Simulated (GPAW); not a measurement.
**Input and output of a self-consistent single point for Se (P3_221, 3 atoms in the cell) (GPAW)**

Method of the run: PBEsol, GPAW PAW datasets PBEsol (made by gpaw-setup) (plane waves; GPAW).

Input as run:

```python
from ase import Atoms
from ase.units import GPa
from gpaw import GPAW

atoms = Atoms(['Se', 'Se', 'Se'],
              cell=[[4.355170, 0.000000, 0.000000],
                    [-2.177585, 3.771688, 0.000000],
                    [0.000000, 0.000000, 4.949450]],
              positions=[[0.945072, 0.000000, 0.824910],
                         [-0.472536, 0.818456, 4.124540],
                         [1.705049, 2.953232, 2.474725]],
              pbc=True)

calc = GPAW(mode={'name': 'pw', 'ecut': 600},
            xc='PBEsol',
            kpts={'size': (7, 7, 6), 'gamma': True},
            occupations={'name': 'methfessel-paxton', 'width': 0.1, 'order': 1},
            nbands=-11,
            symmetry={'symmorphic': False, 'tolerance': 0.0005},
            maxiter=150)

atoms.calc = calc

energy = atoms.get_potential_energy()
print('Energy (eV):', round(energy, 6))
forces = atoms.get_forces()
print('Forces (eV/Ang):')
print(forces.round(5))
stress = atoms.get_stress()
print('Stress (GPa, Voigt):', (stress / GPa).round(4))
```

The program printed (abridged):

```
Input parameters:
  kpts: {gamma: True,
         size: (7, 7, 6)}
  maxiter: 150
  mode: {ecut: 600,
         name: pw}
  nbands: -11
  occupations: {name: methfessel-paxton,
                order: 1,
                width: 0.1}
  symmetry: {symmorphic: False,
             tolerance: 0.0005}
  xc: PBEsol

species:
  Se:
    name: Selenium
    Z: 34.0
    valence: 6
    core: 28
    charge: 0.0
    file: Se.PBEsol.gz

    # Using partial waves for Se as LCAO basis

Reference energy: -198174.994815  # eV

Spin-paired calculation

Convergence criteria:
 Maximum [total energy] change in last 3 cyles: 0.0005 eV / valence electron
 Maximum integral of absolute [dens]ity change: 0.0001 electrons / valence electron
 Maximum integral of absolute [eigenst]ate change: 4e-08 eV^2 / valence electron
 Maximum number of scf [iter]ations: 150

Symmetries present (total): 6
Symmetries with fractional translations: 4
294 k-points: 7 x 7 x 6 Monkhorst-Pack grid + [0.000000,0.000000,1/12]
40 k-points in the irreducible part of the Brillouin zone
       k-points in crystal coordinates                weights
   0:     0.00000000    0.00000000    0.00000000          1/294
   1:     0.00000000    0.00000000    0.16666667          2/294
   2:     0.00000000    0.00000000    0.33333333          2/294
   [... 7 lines left out ...]
          ...
  39:     0.42857143    0.42857143    0.50000000          6/294

Wave functions: Plane wave expansion
  Cutoff energy: 600.000 eV
  Number of coefficients (min, max): 2677, 2756
  Pulay-stress correction: 0.000000 eV/Ang^3 (de/decut=0.000000)

Occupation numbers: Methfessel-Paxton:
  width: 0.1000  # eV
  order: 1

Eigensolver

Densities:
  Coarse grid: 25*25*30 grid
  Fine grid: 50*50*60 grid
  Total Charge: 0.000000

Density mixing:
  Method: separate
  Backend: pulay
  Linear mixing parameter: 0.05
  old densities: 5
  Damping of long wavelength oscillations: 50

Hamiltonian:
  XC and Coulomb potentials evaluated on a 50*50*60 grid
  External potential:
    NoExternalPotential

XC parameters: PBEsol with 2 nearest neighbor stencil

Number of atoms: 3
Number of atomic orbitals: 12
Number of bands in calculation: 20
Number of valence electrons: 18
Bands to converge: occupied

Density initialized from atomic densities
  12 bands from LCAO basis set
  8 bands from random numbers

Atomic positions and initial magnetic moments

Positions:
   0 Se     0.945072    0.000000    0.824910    ( 0.0000,  0.0000,  0.0000)
   1 Se    -0.472536    0.818456    4.124540    ( 0.0000,  0.0000,  0.0000)
   2 Se     1.705049    2.953232    2.474725    ( 0.0000,  0.0000,  0.0000)

Unit cell:
           periodic     x           y           z      points  spacing
  1. axis:    yes    4.355170    0.000000    0.000000    25     0.1509
  2. axis:    yes   -2.177585    3.771688    0.000000    25     0.1509
  3. axis:    yes    0.000000    0.000000    4.949450    30     0.1650

  Lengths:   4.355170   4.355170   4.949450
  Angles:   90.000000  90.000000 119.999999

Effective grid spacing dv^(1/3) = 0.1631

     iter     time        total  log10-change:
                         energy   eigst   dens
iter:   1 --:--:--   -11.454292
iter:   2 --:--:--   -11.452140   -2.15  -1.11
iter:   3 --:--:--   -11.367880   -2.46  -1.14
iter:   4 --:--:--   -11.369912   -3.31  -1.82
iter:   5 --:--:--   -11.363721c  -3.53  -2.02
iter:   6 --:--:--   -11.363840c  -4.60  -2.60
iter:   7 --:--:--   -11.363783c  -4.89  -2.60
iter:   8 --:--:--   -11.363666c  -5.08  -2.85
iter:   9 --:--:--   -11.363664c  -6.28  -3.46
iter:  10 --:--:--   -11.363664c  -6.29  -3.50
iter:  11 --:--:--   -11.363665c  -6.77  -3.91
iter:  12 --:--:--   -11.363665c  -7.34  -4.17c
iter:  13 --:--:--   -11.363665c  -8.02c -4.22c

Converged after 13 iterations.

Dipole moment: (0.000012, 0.000000, 0.000000) |e|*Ang

Energy contributions relative to reference atoms: (reference = -198174.994815)

Kinetic:        +22.981859
Potential:      -21.920108
External:        +0.000000
XC:             -12.410856
Entropy (-ST):   +0.000000
Local:           -0.014559
SIC:             +0.000000
--------------------------
Free energy:    -11.363665
Extrapolated:   -11.363665

Showing only first 2 kpts
 Kpt  Band  Eigenvalues  Occupancy
  0     7      2.25909    2.00000
  0     8      4.06191    2.00000
  0     9      6.46499   -0.00000
  0    10      6.46499   -0.00000

  1     7      2.49500    2.00000
  1     8      3.83030    2.00000
  1     9      6.20587   -0.00000
  1    10      6.24136   -0.00000

Fermi level: 4.97585

Gap: 1.108 eV
Transition (v -> c):
  (s=0, k=39, n=8, [0.43, 0.43, 0.50]) -> (s=0, k=35, n=9, [0.43, 0.29, 0.50])
Direct/indirect transitions are different
Direct gap: 1.334 eV
Transition at: (s=0, k=39, n=8, [0.43, 0.43, 0.50])
Energy (eV): -11.363665

Forces in eV/Ang:
  0 Se    1.04431   -0.00000   -0.00000
  1 Se   -0.52216    0.90440    0.00000
  2 Se   -0.52216   -0.90440    0.00000

Stress tensor:
    -0.013503     0.000000     0.000000
     0.000000    -0.013503    -0.000000
     0.000000    -0.000000    -0.028547
Stress (GPa, Voigt): [-2.1635 -2.1635 -4.5737 -0.      0.      0.    ]
```

The run converged in 13 iterations. GPAW prints stress with tension positive.

The starting cell comes from a database of published, mostly measured structures (it also holds non-ambient and calculated ones), without a prior relaxation at this level. Forces in this geometry exceed 1 eV/Å. The log's line on a gap gives a spacing of levels on this mesh, which the program prints for metals too.

Cost on one core of a shared machine: roughly 40 s.
